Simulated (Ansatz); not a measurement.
Input and output of a self-consistent single point for Hf₂Si (Fmm2, 6 atoms in the cell) (Ansatz, a first-principles code).

Level of theory: PBEsol, harder PAW files (source: ansatz) made with PBE (plane waves; Ansatz).

The change in words: lattice scaled by 0.98; basis.ecutwfc: 420 eV → 440 eV; hamiltonian.pseudopotentials: {kind: paw} (the program's default PAW files) → {kind: paw, source: ansatz}. Reference geometry:
```
CELL_PARAMETERS angstrom
     -3.28518     3.28518     2.59057
      3.28518    -3.28518     2.59057
      3.28518     3.28518    -2.59057
ATOMIC_POSITIONS crystal
  Hf 0.84351 0.65649 0.50000
  Hf 0.15649 0.34351 0.50000
  Hf 0.66187 0.16187 0.82374
  Hf 0.34351 0.84351 0.18702
  Si 0.75000 0.75000 0.00000
  Si 0.25000 0.25000 0.00000
```

Reference input (self-consistent single point, DFT, PBEsol, plane waves, default PAW files made with PBE): basis.ecutwfc = 420 eV; kpoints.mp_grid.grid = 5 5 5; hamiltonian.xc = pbesol; hamiltonian.pseudopotentials = {kind: paw} (the program's default PAW files); scf.occupations.method = gaussian; scf.occupations.width = 0.1 eV. This run's input differs from it in these lines:

Ansatz 0.2 input:
```diff
@@ -3,5 +3,5 @@
   lattice:
-    - [-3.285176, 3.285176, 2.590573]
-    - [3.285176, -3.285176, 2.590573]
-    - [3.285176, 3.285176, -2.590573]
+    - [-3.219472, 3.219472, 2.538762]
+    - [3.219472, -3.219472, 2.538762]
+    - [3.219472, 3.219472, -2.538762]
   atoms:
@@ -14,3 +14,3 @@
 basis:
-  ecutwfc: 420.0
+  ecutwfc: 440.0
 kpoints:
@@ -19,3 +19,3 @@
   xc: pbesol
-  pseudopotentials: { kind: paw }
+  pseudopotentials: { kind: paw, source: ansatz }
 scf:
```

Output, abridged:

```
SCF iter   1: F=—  HF=-63702.797492 eV  |F-HF|=—  |Δ(HF+E_count)|=         —  Δρ=3.54e-2  dr2=1.51e0  ethr=3.10e-3  ⟨swp⟩=6.3  Hψ=6838  notcnv=0  defer=2
all-band conjugate gradients solve this SCF's bands
preconditioner: auto → Kerker (q_TF=auto, 2.757 Å⁻¹)
SCF iter   2: F=—  HF=-63702.423894 eV  |F-HF|=—  |Δ(HF+E_count)|=   3.74e-1  Δρ=2.11e-2  dr2=5.67e-1  ethr=1.35e-3  ⟨swp⟩=2.0  Hψ=3371  notcnv=0  defer=148
   [... lines left out ...]
SCF iter   6: F=—  HF=-63702.218364 eV  |F-HF|=—  |Δ(HF+E_count)|=   7.04e-4  Δρ=2.07e-4  dr2=4.35e-5  ethr=1.50e-6  ⟨swp⟩=2.0  Hψ=3094  notcnv=0  defer=148
SCF iter   7: F=—  HF=-63702.218345 eV  |F-HF|=—  |Δ(HF+E_count)|=   1.89e-5  Δρ=5.00e-5  dr2=2.09e-6  ethr=3.88e-8  ⟨swp⟩=2.0  Hψ=2150  notcnv=0  defer=148
SCF iter   8: F=—  HF=-63702.218345 eV  |F-HF|=—  |Δ(HF+E_count)|=   4.03e-7  Δρ=2.24e-5  dr2=4.88e-7  ethr=1.86e-9  ⟨swp⟩=2.0  Hψ=3205  notcnv=0  defer=148
SCF iter   9: F=-63702.218344 eV  HF=-63702.218344 eV  |F-HF|=1.50e-8  |Δ(HF+E_count)|=   4.12e-7  Δρ=5.15e-6  dr2=2.30e-8  ethr=8.93e-11  ⟨swp⟩=9.4  Hψ=8686  notcnv=0
SCF 1 converged in 9 iterations: F = -63702.218344 eV  dr2 = 2.30e-8
Free energy (F): -63702.218344 eV
Internal energy: -63702.203220 eV  (E = F + TS)
E sigma→0 (E₀):  -63702.210782 eV
Entropy (-TS):   -0.015124 eV (-2.521 meV/atom)
Fermi energy:    17.983764 eV
--- Forces (eV/Å), atoms counted from 1 ---
  atom   1  Hf     0.01502963     0.08901309    -0.00000000
  atom   2  Hf     0.08901309     0.01502963     0.00000000
  atom   3  Hf    -0.34234944    -0.34234944    -0.00000000
  atom   4  Hf     0.17592138     0.17592138     0.00000000
  atom   5  Si     0.03119534     0.03119534     0.00000000
  atom   6  Si     0.03119534     0.03119534    -0.00000000
--- Stress (GPa, compression-positive) ---
        5.675452      -0.463145      -0.000000
       -0.463145       5.675452      -0.000000
       -0.000000      -0.000000       5.733431
  P = ⅓ Tr σ = 5.6948 GPa (56.948 kbar)
  The stress holds the Pulay correction. Without it, at fixed plane waves, as pw.x and ABINIT print it: P = 5.2569 GPa
```

The run converged in 9 iterations. Against the reference run the pressure goes from -3.61 to 5.69 GPa and the largest force goes from 0.393 to 0.484 eV/Å.

The starting cell comes from a database of computed structures (which also holds hypothetical and non-ambient phases and stackings), without a prior relaxation at this level. Its lattice was rescaled by up to half a per cent. One atom was moved a little off its site on purpose. For this run, on top of that: lattice scaled by 0.98. Ansatz's pressure includes its estimate of the finite-basis (Pulay) stress. The cutoff lies below the one recommended for these files.
